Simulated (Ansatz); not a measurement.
The starting structures come from a database of crystals and need not be the phases stable at ambient conditions.

The decay constant κ of evanescent states in the gap governs leakage through a thin film.

```
CELL_PARAMETERS angstrom
      5.41962     0.00000     0.00000
      2.18595     7.44562     0.00000
      0.81000    -1.82895     5.03698
ATOMIC_POSITIONS crystal
  Zn 0.50000 0.00000 0.00000
  Zn 0.00000 0.50000 0.50000
  H  0.96790 0.20409 0.13534
  H  0.03210 0.79591 0.86466
  H  0.13534 0.29591 0.96790
  H  0.86466 0.70409 0.03210
  Se 0.41268 0.75000 0.41268
  Se 0.58732 0.25000 0.58732
  O  0.28345 0.57912 0.31049
  O  0.71655 0.42088 0.68951
  O  0.31049 0.92088 0.28345
  O  0.68951 0.07912 0.71655
  O  0.31282 0.84504 0.74688
  O  0.68718 0.15496 0.25312
  O  0.74688 0.65496 0.31282
  O  0.25312 0.34504 0.68718
  O  0.87673 0.75000 0.87673
  O  0.12327 0.25000 0.12327
```

Space group of this cell: C2/c. The cell is taken as given; by r2SCAN its mean pressure is -6.7 GPa.

Transport runs along the normal of the first two printed cell vectors.

The gap is the functional's own, uncorrected, and κ follows it; spin-orbit coupling is left out. Mid-gap values are interpolated between the computed energies.

Task: Predict the band gap and the smallest decay constant κ at mid-gap from r2SCAN run with Ansatz (a program for electronic structure).

Result: Gap 3.31 eV on a 6×6×6 mesh; κ = 0.347 1/Å, at the zone centre.
